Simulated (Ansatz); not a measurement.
The starting structures come from a database of crystals and need not be the phases stable at ambient conditions.

By PBEsol, the system below comes out a metal.

Here is the system:

```yaml
crystal:
  lattice:
    - [3.78795, 0.00000, 0.00000]
    - [0.00000, 5.09613, 0.00000]
    - [0.00000, 0.00000, 7.17852]
  atoms:
    - { symbol: Ni, position: [0.25000, 0.17095, 0.44045] }
    - { symbol: Ni, position: [0.75000, 0.82905, 0.55955] }
    - { symbol: Ni, position: [0.75000, 0.32905, 0.94045] }
    - { symbol: Ni, position: [0.25000, 0.67095, 0.05955] }
    - { symbol: Ni, position: [0.25000, 0.54452, 0.70656] }
    - { symbol: Ni, position: [0.75000, 0.45548, 0.29344] }
    - { symbol: Ni, position: [0.75000, 0.95548, 0.20656] }
    - { symbol: Ni, position: [0.25000, 0.04452, 0.79344] }
    - { symbol: Ge, position: [0.25000, 0.21260, 0.11401] }
    - { symbol: Ge, position: [0.75000, 0.78740, 0.88599] }
    - { symbol: Ge, position: [0.75000, 0.28740, 0.61401] }
    - { symbol: Ge, position: [0.25000, 0.71260, 0.38599] }
```

Space group of this cell: Pnma. The cell is taken as given; by PBEsol its mean pressure is -1.3 GPa.

The current flows along the normal of the first two printed cell vectors. No spin-orbit coupling; the value is a mean over 0.1 eV about the Fermi level.

**Question.** Compute, with PBEsol (Ansatz, a quantum-chemistry and plane-wave program), the ballistic conductance per area.

**Answer.** 0.57 × 10¹⁵ S/m² for both spins.
